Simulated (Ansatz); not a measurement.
Worked example: self-consistent single point of LaPt3 (P4mm, 4 atoms in the cell) in Ansatz (a program for electronic structure).

Computed with LDA (PW92), default PAW files made with PBE (plane waves; Ansatz).

```xyz
4
Lattice="4.1934 0.0000 0.0000 0.0000 4.1934 0.0000 0.0000 0.0000 4.1934" Properties=species:S:1:pos:R:3 pbc="T T T"
La     0.0000     0.0000     0.0500
Pt     0.0000     2.0967     2.0967
Pt     2.0967     0.0000     2.0967
Pt     2.0967     2.0967     0.0000
```

Reference input (self-consistent single point, DFT, LDA (PW92), plane waves, default PAW files made with PBE): basis.ecutwfc = 30.9 Ry; kpoints.mp_grid.grid = 8 8 8; hamiltonian.xc = lda; hamiltonian.pseudopotentials = {kind: paw} (the program's default PAW files); scf.occupations.method = gaussian; scf.occupations.width = 0.0073 Ry. This run's input differs from it in these lines:

Ansatz 0.2 input:
```diff
@@ -14,3 +14,3 @@
 kpoints:
-  mp_grid: { grid: [8, 8, 8] }
+  mp_grid: { grid: [10, 10, 10], shift: [0.5, 0.5, 0.5] }
 hamiltonian:
```

Output, abridged:

```
SCF iter   1: F=—  HF=-42814.329971 eV  |F-HF|=—  |Δ(HF+E_count)|=         —  Δρ=5.97e-3  dr2=1.66e-2  ethr=1.77e-3  ⟨swp⟩=4.7  Hψ=10553  notcnv=0
all-band conjugate gradients solve this SCF's bands
preconditioner: auto → Kerker (q_TF=auto, 2.672 Å⁻¹)
SCF iter   2: F=—  HF=-42814.326460 eV  |F-HF|=—  |Δ(HF+E_count)|=   3.51e-3  Δρ=2.67e-3  dr2=1.72e-3  ethr=2.55e-5  ⟨swp⟩=2.8  Hψ=6080  notcnv=0  defer=134
   [... lines left out ...]
SCF iter   4: F=—  HF=-42814.326181 eV  |F-HF|=—  |Δ(HF+E_count)|=   4.45e-5  Δρ=1.42e-4  dr2=1.91e-5  ethr=4.53e-7  ⟨swp⟩=2.2  Hψ=4928  notcnv=0  defer=134
SCF iter   5: F=—  HF=-42814.326172 eV  |F-HF|=—  |Δ(HF+E_count)|=   8.72e-6  Δρ=3.26e-5  dr2=1.38e-6  ethr=2.95e-8  ⟨swp⟩=2.0  Hψ=4730  notcnv=0  defer=134
SCF iter   6: F=—  HF=-42814.326172 eV  |F-HF|=—  |Δ(HF+E_count)|=   3.30e-7  Δρ=1.83e-5  dr2=3.56e-7  ethr=2.12e-9  ⟨swp⟩=2.0  Hψ=4796  notcnv=0  defer=134
SCF iter   7: F=-42814.326171 eV  HF=-42814.326172 eV  |F-HF|=5.17e-8  |Δ(HF+E_count)|=   4.48e-8  Δρ=8.19e-6  dr2=6.59e-8  ethr=1.54e-10  ⟨swp⟩=9.8  Hψ=12595  notcnv=0
SCF 1 converged in 7 iterations: F = -42814.326171 eV  dr2 = 6.59e-8
Free energy (F): -42814.326171 eV
Internal energy: -42814.316303 eV  (E = F + TS)
E sigma→0 (E₀):  -42814.321237 eV
Entropy (-TS):   -0.009869 eV (-2.467 meV/atom)
Fermi energy:    18.949423 eV
--- Forces (eV/Å), atoms counted from 1 ---
  atom   1  La     0.00000000     0.00000000    -0.44290514
  atom   2  Pt     0.00000000     0.00000000     0.22242840
  atom   3  Pt     0.00000000     0.00000000     0.22242840
  atom   4  Pt    -0.00000000     0.00000000    -0.00194286
--- Stress (GPa, compression-positive) ---
       -6.467602       0.000000       0.000000
        0.000000      -6.467602       0.000000
        0.000000       0.000000      -6.467567
  P = ⅓ Tr σ = -6.4676 GPa (-64.676 kbar)
  The stress holds the Pulay correction. Without it, at fixed plane waves, as pw.x and ABINIT print it: P = -6.4943 GPa
```

The run converged in 7 iterations. Against the reference run the free energy falls by 1.2 meV/atom, the pressure hardly changes (-6.39 to -6.47 GPa) and the largest force moves little (0.441 to 0.443 eV/Å).

The starting cell comes from a database of computed structures (which also holds hypothetical and non-ambient phases and stackings), without a prior relaxation at this level. Its lattice was rescaled by up to half a per cent. One atom was moved a little off its site on purpose. Spin polarisation is off. Ansatz's pressure includes its estimate of the finite-basis (Pulay) stress.
